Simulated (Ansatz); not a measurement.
Ge (P6₃/mmc, No. 194, 8 atoms in the cell; start mp-1091415; another form than the element's usual one), treated with r²SCAN0 in Ansatz (PAW).

Numerical settings: plane-wave cutoff 520 eV, 6×6×2 k mesh (along the axes of the cell as run), Fermi–Dirac smearing 0.01 eV, scalar-relativistic PAW data made under PBE.

Cell (relaxed with PBEsol):

```
Ge
1.0
    4.00417     0.00000     0.00000
   -2.00208     3.46771     0.00000
    0.00000     0.00000    13.14484
Ge
8
Direct
  0.00000   0.00000   0.40681
  0.00000   0.00000   0.59319
  0.00000   0.00000   0.90681
  0.00000   0.00000   0.09319
  0.33333   0.66667   0.34414
  0.66667   0.33333   0.65586
  0.66667   0.33333   0.84414
  0.33333   0.66667   0.15586
```

Problem. Predict the band gap.

Solution. 
- band gap: 1.31 eV (on the SCF k mesh) (direct)

Note: cell and atoms aren't relaxed at this level (pressure -1.6 GPa).

Spin–orbit coupling is not included.

A start named mp-… is a Materials Project structure, which need not be a measured phase.

Ansatz is a first-principles code.
